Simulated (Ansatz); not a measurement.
# MgS, element substitutions

Consider MgS in the rock salt structure (space group Fm-3m, No. 225; a = 5.182 Å).

Each row replaces one element on all its sites; cell and atoms are relaxed.

Levels (all Ansatz, a first-principles code, PAW, earlier PAW set): PBEsol (420 eV, spin-orbit coupling left out); r2SCAN (500 eV, without spin-orbit coupling); PBEsol+SOC (420 eV, with spin-orbit coupling).

Band gaps by level, all at the geometries relaxed with PBEsol:

```
case     PBEsol   r2SCAN  PBEsol+SOC
------  -------  -------  ----------
base    2.73 eV  3.50 eV     2.70 eV
S → Si     zero     zero        zero
S → Pd     zero     zero        zero
```

Single points use the geometry relaxed with PBEsol. The spin-orbit shifts are approximate. Stability against distortions was not tested. As relaxed here, MgSi and MgPd are hypothetical phases, not in the database extracts checked. The runs without spin-orbit coupling are not spin-polarised.
